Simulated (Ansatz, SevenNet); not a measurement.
# TiAl3 (model structure, started from the D022 type, I4/mmm, No. 139, 4 atoms in the cell): properties by level of theory

```csv
level (code),lattice constant a (Å),c axis length (Å)
SevenNet-0,3.836,(withheld)
r²SCAN (Ansatz),3.824,(withheld)
r²SCAN+rVV10 (Ansatz),3.819,(withheld)
```

Problem. Some entries are withheld; supply them.

Solution. 
- SevenNet-0, c axis length (Å): 8.677
- r²SCAN (Ansatz, an electronic-structure program), c axis length (Å): 8.560
- r²SCAN+rVV10 (Ansatz), c axis length (Å): 8.547

Ansatz's density-functional and Hartree–Fock values are scalar-relativistic unless marked +SOC, with PAW data made under PBE.

The crystal itself was run without spin with r²SCAN, r²SCAN+rVV10; a magnetic state was not tried in these runs.

Computed values are for the static lattice.

A model structure was made by putting elements into a prototype or built by hand; here it ended with the formula and space group of a phase in our tables.
